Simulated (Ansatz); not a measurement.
**BeAl (model structure, started from the CuAu type, P4/mmm, No. 123, 2 atoms in the cell): properties by level of theory**

| level (code) | lattice parameter a (Å) | lattice parameter c (Å) | bulk modulus (GPa) | cohesive energy (eV/atom) |
|---|---|---|---|---|
| PBE (Ansatz) | 2.656 | 3.580 | 92.6 | 3.33 |
| PBEsol (Ansatz) | 2.644 | 3.562 | 94.8 | 3.64 |
| r²SCAN (Ansatz) | 2.647 | 3.547 | 97.0 | 3.45 |

Caveats: the bulk modulus is −V dP/dV from two relaxed cells at ±2 % in volume (PBE, PBEsol, r²SCAN). Ansatz's density-functional and Hartree–Fock values are scalar-relativistic unless marked +SOC, with PAW data made under PBE.

Free atoms are spin-polarised, in the lowest state found; at levels without +SOC their spin–orbit coupling is left out.

Computed values are for the static lattice.

A model structure was made by putting elements into a prototype or built by hand; it is no filed structure, need not be a known phase, and can be a saddle point held by its symmetry.

Ansatz is a first-principles code.
